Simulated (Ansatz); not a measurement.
A user runs Ansatz (a program for electronic structure) on KI (P6_3mc, 4 atoms in the cell) and asks whether the run is sound. The aim is a self-consistent single point with DFT, PBE, plane waves, default PAW files.

Cell that was meant: a = 5.5514 Å, b = 5.5514 Å, c = 9.0919 Å, α = 90.00°, β = 90.00°, γ = 120.00°.

Part of the input:

Ansatz 0.2 input:
```yaml
  pseudopotentials: { kind: paw }
scf:
  occupations: { method: methfessel_paxton, width: 0.0073 Ry }
  convergence: { dr2_threshold: 1.0e-01 eV }
output:
  forces: true
  eigenvalues: true
```

The program printed (abridged):

```
   [... lines left out ...]
Symmetry: 12 space group operations
Space group: P63mc (ITA 186), of the structure as read, at distance tolerance 6.2e-5 Å
k-points: 14 of 108 (time reversal used)
Initial density: superposition of atomic densities (neutral atoms: chi_scale 0, normalization atom), corrected by the library's trained network
Initial wavefunctions: pseudopotential atomic-orbital guess
Eigensolver: davidson
Functional: x = pbe(κ = 0.804, μ = 0.2195149727645171), c = pbe(β = 0.06672455060314922)
SCF iter   1: F=—  HF=-18107.043055 eV  |F-HF|=—  |Δ(HF+E_count)|=         —  Δρ=4.69e-4  dr2=7.48e-4  ethr=1.92e-3  ⟨swp⟩=11.1  Hψ=2587  notcnv=0
all-band conjugate gradients solve this SCF's bands
preconditioner: auto → Resta (q_TF=auto, 2.111 Å⁻¹)
SCF iter   2: F=-18107.042680 eV  HF=-18107.042557 eV  |F-HF|=1.23e-4  |Δ(HF+E_count)|=   4.98e-4  S|Δr|=    0.00e0  Δρ=3.35e-4  dr2=2.24e-4  ethr=1.44e-6  ⟨swp⟩=10.4  Hψ=2801  notcnv=0
solved again in the potential of the output density, both published band edges hold within their bars, but not every published eigenvalue does …
SCF 1 converged in 2 iterations: F = -18107.042680 eV  dr2 = 2.24e-4
Stability not checked (fill_not_monotonic)
Free energy (F): -18107.042680 eV
Internal energy: -18107.042680 eV  (E = F + TS)
E sigma→0 (E₀):  -18107.042680 eV
Fermi energy:    1.849086 eV
--- Forces (eV/Å), atoms counted from 1 ---
  atom   1  K     -0.00000000    -0.00000000     0.00928878
  atom   2  K      0.00000000     0.00000000     0.00928878
  atom   3  I      0.00000000    -0.00000000    -0.00852558
  atom   4  I     -0.00000000     0.00000000    -0.00852558
--- Stress (GPa, compression-positive) ---
        0.450453       0.000000      -0.000000
        0.000000       0.450453       0.000000
       -0.000000       0.000000       0.297463
  P = ⅓ Tr σ = 0.3995 GPa (3.995 kbar)
  The stress holds the Pulay correction. Without it, at fixed plane waves, as pw.x and ABINIT print it: P = 0.3939 GPa
```

Q: Is this run sound? If not, what is wrong?

A: The results can be used. The input holds a convergence threshold that is too loose, which can do harm: a loop that stops early leaves an energy error of second order in the density error, but errors of first order in forces and stress. Here it did none. The run converged in 2 iterations, and against the sound input the free energy hardly moves (within 1 meV/atom), the pressure stays at 0.40 GPa, the largest force stays at 0.009 eV/Å and the gap on the mesh hardly changes (3.989 to 3.991 eV).

An input that runs soundly differs in these lines (not the only fix; some lines may just follow from the change or write a value another way):
```diff
-  convergence: { dr2_threshold: 1.0e-01 eV }
```

With that input, the run converged in 6 iterations: free energy E − TS (on the zero of these files) -18107.0428 eV; top of the valence band (on the code's own zero) -0.15 eV; gap on the k-point mesh 3.99 eV; pressure 0.40 GPa; largest force (vector length) 0.009 eV/Å (DFT, PBE, plane waves, default PAW files).

On the sound input: the starting cell was generated: these elements placed on a structure prototype, without a prior relaxation; it need not be a known phase or ordering of this composition. Spin-orbit coupling is off. Ansatz's pressure includes its estimate of the finite-basis (Pulay) stress.
